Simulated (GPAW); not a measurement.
**Several settings converged on MgS (Fm-3m, 2 atoms in the cell)**

```xyz
2
Lattice="0.0000 2.6078 2.6078 2.6078 0.0000 2.6078 2.6078 2.6078 0.0000" Properties=species:S:1:pos:R:3 pbc="T T T"
Mg     0.0000     0.0000     0.0000
S      2.6078     2.6078     2.6078
```

Base method: LDA (Perdew-Wang 92), GPAW PAW datasets LDA (gpaw-data 1.0.1) (plane waves; GPAW).

Base settings: mode = pw; ecut = 850 eV; xc = LDA; kpts = 5 5 5; mesh shift (steps) = 0 0 0; occupations.name = fermi-dirac; occupations.width = 0.05 eV; nbands = -8; convergence.density = 1e-05 e/electron; convergence.energy = 1e-05 eV/electron.

Core times come from one kind of shared machine, to one figure; runs under 30 s give none.

**Zone-centre phonons against the cutoff**

In this ladder: occupations.width = 0 eV; symmetry.symmorphic = default; symmetry.tolerance = default; symmetry.point_group = false; displacement = 0.02 Å.

The mesh stays at the base's, so the ladder's end is converged at best in this setting alone.

Frequencies are those of the unrelaxed cell, without the LO-TO term of polar crystals.

Only quantities that move along the ladder and can be compared are tabulated.

```tsv
ecut	highest zone-centre frequency (cm⁻¹)	core time / last (rough)
425 eV	217.1	0.4
595 eV	215.9	0.7
850 eV	215.9	0.5
1020 eV	215.4	1
```

Coarsest ecut that holds the highest zone-centre frequency within 1 cm⁻¹: not settled: the last two steps still differ by 0.5 cm⁻¹, over half the tolerance, so the ladder does not show it.

**The force threshold of a relaxation**

On MgS (I4mm, 2 atoms in the cell): one atom moved by 0.15 angstrom.

In this ladder: optimizer = BFGS.

The mesh stays at the base's, so the ladder's end is converged at best in this setting alone.

Only quantities that move along the ladder and can be compared are tabulated.

```tsv
fmax	free energy less the last step's (meV/atom)	largest force left (eV/Å)	relaxation steps
0.2 eV/Å	0.53	0.0717	2
0.1 eV/Å	0.53	0.0717	2
0.05 eV/Å	0.01	0.0099	3
0.03 eV/Å	0.01	0.0099	3
0.02 eV/Å	0.01	0.0099	3
0.005 eV/Å	0.00	0.0003	4
0.001 eV/Å	0.00	0.0003	4
```

Coarsest fmax that holds the largest force left within 0.005 eV/Å of the last step, with all finer ones: 0.005 eV/Å; the step before is off by 0.0095 eV/Å.

Coarsest fmax that holds the free energy within 0.05 meV/atom of the last step, with all finer ones: 0.05 eV/Å; the step before is off by 0.53 meV/atom.

Two neighbours can agree and both be off: 0.2 eV/Å and 0.1 eV/Å differ by 0.00 meV/atom in the free energy, yet lie about 0.53 meV/atom from the last step.

On the base run: the starting cell has typed, rounded lattice constants, without a prior relaxation at this level. Its lattice was rescaled by up to half a per cent. In the base run, with a pressure of about -4 GPa the cell is away from its equilibrium volume at this level.
